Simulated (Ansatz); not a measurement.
Si (diamond structure), cut as (111) film, 8 layers, ended by OH. Cell contents Si8O2H2; atoms relaxed. k-points: Γ-centred 8×8×1 mesh; occupations: Fermi-Dirac, 0.020 eV; spin polarisation not allowed. Spin-orbit coupling is left out.

 The in-plane lattice is held at the bulk value.

Question: What electronic structure (gap or metallic character, levels against vacuum) does Ansatz (a program for electronic structure) with PBE give?

Answer: 
| Quantity | Value |
|---|---|
| electronic character | not metallic |
| Kohn-Sham band gap | 0.80 eV |
| character of the gap on the mesh and a band path of the cell's zone | indirect (the cell's symmetry is low, so an edge off the path may lie nearer) |
| k-point of the valence-band top (reciprocal lattice units) | (0.000, 0.000, 0.000) |
| k-point of the conduction-band bottom (reciprocal lattice units) | (0.500, 0.000, 0.000) |
| depth of the highest filled level under the vacuum level | 4.30 eV |
| depth of the lowest empty level under the vacuum level | 3.50 eV |
| weight of the highest filled level on the outer atoms and the ending | 0.33 |
| weight of the lowest empty level on the outer atoms and the ending | 0.13 |
| change of bonding against the cut | none |
| number of neighbours within 2.834 Å (ending not counted) | 3 for 2 atoms, 4 for 6 atoms |
| mean Si-Si distance (least to greatest) | 2.366 Å (2.358 to 2.368) |
